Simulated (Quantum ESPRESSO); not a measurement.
Quantum ESPRESSO 7.5, DFT, PBE, plane waves, PseudoDojo 0.5 standard norm-conserving PBE (local tails restored to the Coulomb form): unreconstructed Si(100) slab of 9 layers, 1x1 (Si9), unrelaxed, 9 atoms. Basis and mesh were picked for this test and aren't claimed converged.

| Quantity | Result |
|---|---|
| cell | 3.84, 3.84, 24.86 Å; 90, 90, 90° |
| task | scf |
| k mesh | 7×7×1 |
| ecutwfc | 36 Ry |
| ecutrho | 144 Ry |
| occupations | smearing |
| smearing | mv |
| degauss | 0.02 Ry |
| conv_thr | 9e-09 Ry |
| tprnfor | true |
| tstress | false |
| k-point pools (-nk) | 2 |
| diagonalization | david (default) |
| mixing_mode | plain (default) |
| mixing_beta | 0.7 (default) |
| mixing_ndim | 8 (default) |
| k-points computed | 10 |
| bands | 22 |
| electrons | 36 |
| G-vectors of the density | 72115 |
| FFT grid | 30×30×180 |
| symmetry operations | 8 |

It runs on a single node (AMD EPYC (Zen 5), 96 cores on 1 socket, no SMT, 12 L3 cache groups; 94 cores' worth of CPU time may be used).

Run on 2 ranks × 16 threads, 1 BLAS thread, it takes 18 s from launch to exit:

```bash
OMP_NUM_THREADS=16 OPENBLAS_NUM_THREADS=1 mpirun -np 2 pw.x -nk 2 -in pw.in
```

From its output:

```
     Parallel version (MPI & OpenMP), running on      32 processor cores
     Number of MPI processes:                 2
     Threads/MPI process:                    16
     K-points division:     npool     =       2
     Subspace diagonalization in iterative solution of the eigenvalue problem:
     a serial algorithm will be used
     Using Slab Decomposition
     number of atoms/cell      =            9
     number of electrons       =        36.00
     number of Kohn-Sham states=           22
     kinetic-energy cutoff     =      36.0000  Ry
     charge density cutoff     =     144.0000  Ry
     scf convergence threshold =      9.0E-09
     mixing beta               =       0.7000
     number of iterations used =            8  plain     mixing
      8 Sym. Ops. (no inversion) found ( 4 have fractional translation)
     number of k points=    10  Marzari-Vanderbilt smearing, width (Ry)=  0.0200
     Dense  grid:    72115 G-vectors     FFT dimensions: (  30,  30, 180)
     Estimated max dynamical RAM per process >      94.82 MB
     Estimated total dynamical RAM >     172.04 MB
...
     init_run     :     17.45s CPU      1.65s WALL (       1 calls)
     electrons    :    197.33s CPU     15.33s WALL (       1 calls)
     forces       :      1.51s CPU      0.13s WALL (       1 calls)

     Called by init_run:
     wfcinit      :     14.33s CPU      1.05s WALL (       1 calls)
     potinit      :      0.29s CPU      0.03s WALL (       1 calls)
     hinit0       :      2.82s CPU      0.55s WALL (       1 calls)

     Called by electrons:
     c_bands      :    168.20s CPU     13.44s WALL (      13 calls)
     sum_band     :     26.03s CPU      1.68s WALL (      13 calls)
     v_of_rho     :      1.63s CPU      0.10s WALL (      13 calls)
     mix_rho      :      0.71s CPU      0.05s WALL (      13 calls)

     Called by c_bands:
     init_us_2    :      2.81s CPU      0.39s WALL (     140 calls)
     cegterg      :    165.72s CPU     11.52s WALL (      65 calls)

     Called by *egterg:
     cdiaghg      :      1.07s CPU      0.11s WALL (     412 calls)
     h_psi        :    172.18s CPU     11.27s WALL (     422 calls)
     g_psi        :      1.08s CPU      0.09s WALL (     352 calls)

     Called by h_psi:
     h_psi:calbec :     16.04s CPU      1.01s WALL (     422 calls)
     vloc_psi     :    146.88s CPU      9.34s WALL (     422 calls)
     add_vuspsi   :      8.78s CPU      0.88s WALL (     422 calls)

     General routines
     calbec       :     16.93s CPU      1.08s WALL (     442 calls)
     fft          :      3.14s CPU      0.53s WALL (     141 calls)
     ffts         :      0.06s CPU      0.00s WALL (      13 calls)
     fftw         :    157.49s CPU      9.96s WALL (   10320 calls)

     Parallel routines

     PWSCF        :   3m36.48s CPU     17.14s WALL
```

Each time is the median wall time of two to five repeats, run one at a time on the otherwise empty machine; start-up is included. Unless noted, each process is bound to its own block of adjacent cores. The times hold for this build (conda-forge: Open MPI 5.0, OpenMP, OpenBLAS 0.3.34 (pthreads), FFTW, ScaLAPACK, ELPA). Scratch files lie in a memory file system. This build's BLAS runs threads of its own beside OpenMP's, on the same cores; «BLAS threads» counts them.

Q: Read the timing block: which change would cut the largest part, on the same cores and with the result kept within 1.0 meV/atom in energy, 10 meV/Å in forces (largest component)?

A: The largest part is FFTs of H·ψ (vloc_psi), 52 % of the time from launch to exit. One change that relieves it (others may too): going from 2 ranks × 16 threads, 1 BLAS thread, -nk 2 to 32 ranks, -nk 4, the fastest of the measured ones that keep the result: 18 s to 2.2 s (8.2× as fast). The largest move is in FFTs of H·ψ (vloc_psi): 9.3 s to 0.48 s. These two results differ by: energy equal as printed, forces (largest component) 0.22 meV/Å. Others tried: 16 ranks × 2 threads, 1 BLAS thread, -nk 4 (2.5 s); 8 ranks × 4 threads, 1 BLAS thread, -nk 4 (3.3 s); 4 ranks × 8 threads, 1 BLAS thread, -nk 4 (6.9 s); 16 ranks × 2 threads, 2 BLAS threads, -nk 4 (8.0 s); 8 ranks × 4 threads, 4 BLAS threads, -nk 4 (11 s); 4 ranks × 8 threads, 8 BLAS threads, -nk 4 (16 s). Repeats scatter by up to 9 %. Launch, exit and the like take 0.58 s of the 2.2 s. 1 further setting of this study gave no repeated timing (cut by our limit, run once, or disturbed). 2 planned settings were not run, for want of time.
